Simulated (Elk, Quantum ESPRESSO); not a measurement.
An Elk input for a self-consistent single point of AlFe (Pm-3m, 2 atoms in the cell) (DFT, PBE, all-electron FP-LAPW, Elk's shipped species files, APW+lo basis with extra local orbitals):

```
tasks
  0

xctype
  20

spinpol
  .true.

reducebf
  0.7

tforce
  .true.

rgkmax
  8.0

gmaxvr
  18.0

lmaxapw
  10

lmaxo
  8

nxlo
  2

lorbcnd
  .true.

lradstp
  2

nrmtscf
  2.0

rmtscf
  0.93

lmaxi
  4

nempty
  10

swidth
  0.00367493

maxscl
  100

scale
  5.190117683

avec
    1.0000000000    0.0000000000    0.0000000000
    0.0000000000    1.0000000000    0.0000000000
    0.0000000000    0.0000000000    1.0000000000

sppath
  'species/'

atoms
  2
  'Al.in'
  1
  0.0000000000  0.0000000000  0.0000000000    0.0 0.0 0.0
  'Fe.in'
  1
  0.5000000000  0.5000000000  0.5000000000    0.0 0.0 -2.0

ngridk
  12 12 12
```

Task: Translate this input to Quantum ESPRESSO.

Result: This is the input that was run; spellings and numerical settings could be chosen otherwise.

```fortran
&CONTROL
    calculation = 'scf'
    prefix = 'alfe'
    outdir = './tmp'
    pseudo_dir = './'
    tprnfor = .true.
    tstress = .true.
/
&SYSTEM
    ibrav = 1
    celldm(1) = 5.19011768
    nat = 2
    ntyp = 2
    ecutwfc = 50
    ecutrho = 400
    occupations = 'smearing'
    smearing = 'fermi-dirac'
    degauss = 0.0073499
    nspin = 2
    starting_magnetization(2) = 0.250
/
&ELECTRONS
    conv_thr = 1.0d-9
    mixing_beta = 0.4
/
ATOMIC_SPECIES
Al    26.9815  al_pbe_v1.uspp.F.UPF
Fe    55.8450  fe_pbe_v1.5.uspp.F.UPF
ATOMIC_POSITIONS {angstrom}
Al    0.00000000    0.00000000    0.00000000
Fe    1.37324600    1.37324600    1.37324600
K_POINTS {automatic}
12 12 12  0 0 0
```

Basis, cutoffs, solver keys and any potentials are the target program's own. This input uses DFT, PBE, plane waves, GBRV 1.5 ultrasoft (PBE) pseudopotentials. Both were run: size of the net moment 0.26 μB/atom in Elk and 0.27 in Quantum ESPRESSO.

On Quantum ESPRESSO: the starting cell comes from a database of computed structures (which also holds hypothetical and non-ambient phases and stackings), without a prior relaxation at this level. Its lattice was rescaled by a random factor within 2.5 % of one. For this run, on top of that: lattice scaled by 0.98. The moments shrank to a small part of their start, a low-spin state that need not be the lowest. With a pressure of about 32 GPa the cell is away from its equilibrium volume at this level.

On Elk: the starting cell comes from a database of computed structures (which also holds hypothetical and non-ambient phases and stackings), without a prior relaxation at this level. Its lattice was rescaled by a random factor within 2.5 % of one. For this run, on top of that: lattice scaled by 0.98. The moments shrank to a small part of their start, a low-spin state that need not be the lowest. Values depend on the basis (sphere radii, cutoffs, local orbitals), which need not be converged.
